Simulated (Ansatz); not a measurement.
Density of states of TiPd (Pmma) near the Fermi level, PBEsol, rigid bands (Ansatz, a first-principles code).

```
E − E_F (eV) | states/eV/cell
    -1.95 | ######## 1.74
    -1.85 | ######### 2.03
    -1.75 | ######## 1.81
    -1.65 | ####### 1.42
    -1.55 | ####### 1.57
    -1.45 | ######## 1.72
    -1.35 | ######## 1.71
    -1.25 | ######### 1.86
    -1.15 | ######### 2.02
    -1.05 | ########### 2.41
    -0.95 | ############ 2.60
    -0.85 | ############# 2.74
    -0.75 | ############### 3.24
    -0.65 | ################ 3.47
    -0.55 | ################# 3.59
    -0.45 | ################## 3.96
    -0.35 | #################### 4.30
    -0.25 | ##################### 4.63
    -0.15 | ###################### 4.68
    -0.05 | #################### 4.33
     0.05 | ###################### 4.73
     0.15 | ##################### 4.63
     0.25 | ########################## 5.71
     0.35 | ############################ 5.98
     0.45 | ##################### 4.47
     0.55 | ################## 3.98
     0.65 | ################## 3.99
     0.75 | ################### 4.02
     0.85 | ######################## 5.20
     0.95 | ############################## 6.48
     1.05 | ######################### 5.39
     1.15 | ##################### 4.55
     1.25 | ################# 3.73
     1.35 | #################### 4.26
     1.45 | ##################### 4.49
     1.55 | #################### 4.30
     1.65 | ################# 3.75
     1.75 | ################# 3.77
     1.85 | ################## 3.88
     1.95 | ####################### 4.99
```

Task: With 4 atoms a cell, what bare Sommerfeld coefficient γ = (π²/3) k_B² N(E_F) follows?

Result: N(E_F) ≈ 4.5 states/eV a cell at 300 K, so γ ≈ 2.6 mJ/(mol of atoms·K²), before many-body enhancement (phonons, spin fluctuations, correlation).

Task: How far does the Fermi level move in a rigid band for 0.1 electron a cell added or removed?

Result: 22 meV and -22 meV.

A metal at this level (no band gap); rigid bands, thermally averaged at 300 K, both spins. Spin-orbit coupling is left out. Geometry: cell and atoms relaxed with PBEsol.

Computed structure with no diffraction record at hand here (it may be known, metastable or hypothetical): TiPd (Pmma).
